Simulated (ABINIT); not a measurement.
A self-consistent single point of Os (P6_3/mmc, 2 atoms in the cell) with ABINIT.

Method: revPBE, PAW (JTH v2.0 PBE PAW, files made for PBE) (plane waves; ABINIT).

```
Os
1.0
    2.67912     0.00000     0.00000
   -1.33956     2.32019     0.00000
    0.00000     0.00000     4.22075
Os
2
Cartesian
  0.00000   1.54679   1.05519
  1.33956   0.77340   3.16556
```

Reference input (self-consistent single point, DFT, revPBE, plane waves, PAW (JTH v2.0 PBE PAW, files made for PBE)): pseudos = [Os.GGA_PBE-JTH.xml]; ecut = 40 Ry; pawecutdg = 80 Ry; pawxcdev = 0; ixc = 14; occopt = 6; tsmear = 0.1 eV; ngkpt = 10 10 5; nshiftk = 1; shiftk = 0 0 0; potentials = JTH v2.0 PBE PAW; nband = 13. This run's input differs from it in these lines:

```diff
@@ -15,4 +15,4 @@
          0.6666666667    0.3333333333    0.7500000000
-ecut 40 Ry
-pawecutdg 80 Ry
+ecut 36 Ry
+pawecutdg 72 Ry
 pawovlp -1
```

Output (repeated stretches shortened):

```
--- !BeginCycle
solver: {iscf: 17, nstep: 60, nline: 4, wfoptalg: 10, }
tolerances: {tolvrs: 1.00E-11, }
...

     iter   Etot(hartree)      deltaE(h)  residm     nres2
 ETOT  1  -31.426697840123    -3.143E+01 1.691E-01 1.228E+01
 ETOT  2  -31.431014172486    -4.316E-03 6.643E-03 8.456E-01
 ETOT  3  -31.426730859292     4.283E-03 5.079E-03 3.129E-02
 ETOT  4  -31.426837584058    -1.067E-04 3.083E-03 9.522E-03
 ETOT  5  -31.426924668945    -8.708E-05 1.405E-03 1.533E-04
 ETOT  6  -31.426924340383     3.286E-07 1.279E-03 1.179E-05
 ETOT  7  -31.426924352532    -1.215E-08 1.356E-03 9.966E-07
 ETOT  8  -31.426924352113     4.193E-10 1.033E-03 2.936E-09
 ETOT  9  -31.426924352002     1.111E-10 6.417E-04 1.017E-11
 ETOT 10  -31.426924351915     8.637E-11 3.571E-04 6.828E-12
 At SCF step   10       nres2   =  6.83E-12 < tolvrs=  1.00E-11 =>converged.

 Cartesian components of stress tensor (hartree/bohr^3)
  sigma(1 1)= -1.53321842E-03  sigma(3 2)=  0.00000000E+00
  sigma(2 2)= -1.53321842E-03  sigma(3 1)=  0.00000000E+00
  sigma(3 3)= -1.51119717E-03  sigma(2 1)= -9.44878682E-13

 ----iterations are completed or convergence reached----

 reduced coordinates (array xred) for    2 atoms
       0.333333333333      0.666666666667      0.250000000000
       0.666666666667      0.333333333333      0.750000000000
 cartesian forces (eV/Angstrom) at end:
    1     -0.00000000000000    -0.00000000000000     0.00000000000000
    2      0.00000000000000     0.00000000000000    -0.00000000000000
 frms,max,avg= 2.6273603E-22 4.5507216E-22   0.000E+00  0.000E+00  0.000E+00 e/A
   [... lines left out ...]
 Fermi (or HOMO) energy (hartree) =   0.40554   Average Vxc (hartree)=  -0.51363
   [... lines left out ...]
'-kT*entropy'       : -3.37365753777835E-05
total_energy        : -3.14269220219591E+01
total_energy_eV     : -8.55170038677816E+02
...

-Cartesian components of stress tensor (GPa)         [Pressure=  4.4893E+01 GPa]
- sigma(1 1)= -4.51088356E+01  sigma(3 2)=  0.00000000E+00
- sigma(2 2)= -4.51088356E+01  sigma(3 1)=  0.00000000E+00
- sigma(3 3)= -4.44609482E+01  sigma(2 1)= -2.77992859E-08

 Calculation completed.
```

The run converged in 10 iterations. Against the reference run the free energy goes up by 1.3 meV/atom and the pressure hardly changes (44.83 to 44.89 GPa).

The starting cell comes from a database of computed structures (which also holds hypothetical and non-ambient phases and stackings), without a prior relaxation at this level. Its lattice was rescaled by a random factor within 2.5 % of one. Spin polarisation is off. The potentials were made for another functional than the one used.
